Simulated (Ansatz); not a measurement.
The parent structure is Ir in the fcc (Cu type) structure (space group Fm-3m, No. 225; a = 3.812 Å; relaxed with 0.1 eV smearing). Axes: x, y, z lie along the cube axes.

All numbers come from LDA (Ansatz, a quantum-chemistry and plane-wave program; PAW; 420 eV plane waves; spin-orbit coupling left out).

Before the change:

| Quantity | Result |
|---|---|
| Pressure | 0.0 GPa |

It is then changed as follows: tensor shear ε_xy = +2.00 % (engineering shear γ = 0.0400), atoms relaxed at fixed cell.

Question: How does this affect the energy relative to the base?

Answer: The energy grows by 20 meV/atom.

Question: Predict the new pressure.

Answer: The pressure (mean of the normal stresses, compression positive) goes from zero to 0.9 GPa.

The cells carry an imposed strain or load. Stability against distortions was not tested. The final runs are not spin-polarised.
